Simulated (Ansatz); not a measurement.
## Ti3GeC2: pressure series

The reference is Ti₃GeC₂ (space group P6_3/mmc, No. 194; a = 3.0649 Å, c = 17.6996 Å; a cell from a computed database, its experimental status unchecked).

Cell and atoms are relaxed at each pressure.

Computed with PBEsol/PAW in Ansatz (a first-principles code), no spin-orbit coupling.

Notes on the quantities. enthalpy: H = E + PV relative to the base's energy.

```json
[
 {"case": "base", "volume per atom": "12.00 Å³", "enthalpy": "–"},
 {"case": "pressure −2 GPa", "volume per atom": "12.13 Å³", "enthalpy": "-0.15 eV/atom"},
 {"case": "pressure −1 GPa", "volume per atom": "___", "enthalpy": "-0.08 eV/atom"},
 {"case": "pressure 0.3 GPa", "volume per atom": "11.98 Å³", "enthalpy": "+0.02 eV/atom"},
 {"case": "pressure 0.7 GPa", "volume per atom": "11.96 Å³", "enthalpy": "+0.05 eV/atom"},
 {"case": "pressure 1.5 GPa", "volume per atom": "11.91 Å³", "enthalpy": "+0.11 eV/atom"},
 {"case": "pressure 3 GPa", "volume per atom": "11.82 Å³", "enthalpy": "+0.22 eV/atom"},
 {"case": "pressure 5 GPa", "volume per atom": "11.70 Å³", "enthalpy": "+0.37 eV/atom"},
 {"case": "pressure 7.5 GPa", "volume per atom": "11.57 Å³", "enthalpy": "+0.55 eV/atom"},
 {"case": "pressure 10 GPa", "volume per atom": "___", "enthalpy": "+0.73 eV/atom"}
]
```

Problem. What belongs in the blanks?

Solution. 
- pressure −1 GPa, volume per atom: 12.06 Å³
- pressure 10 GPa, volume per atom: 11.44 Å³

Load acts through the strain it causes; cell and atoms are relaxed under it. No phonon test of stability was made. No other phases were tried under pressure. All final runs are without spin polarisation.
